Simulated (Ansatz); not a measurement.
The reference is Pt in the diamond structure (space group Fd-3m, No. 227; a = 5.688 Å; a hypothetical phase, not in the database extracts checked).

Modification: cell and atoms relaxed at a pressure of 0.3 GPa.

Levels (all Ansatz, a quantum-chemistry and plane-wave program, PAW): PBEsol (420 eV, no spin-orbit coupling); PBEsol+SOC (420 eV, spin-orbit coupling included).

The geometry is relaxed with PBEsol.

PBEsol pressure: 0.3 GPa

Question: How does going to PBEsol+SOC change the pressure?

Answer: The pressure falls by 0.4 GPa to -0.1 GPa.

Single points use the geometry relaxed with PBEsol. The spin-orbit shifts are approximate. Load acts through the strain it causes; cell and atoms are relaxed under it. Whether these cells are dynamically stable was not tested. The runs without spin-orbit coupling are not spin-polarised. Pt has a high density of states at the Fermi level and may be magnetic at this level.
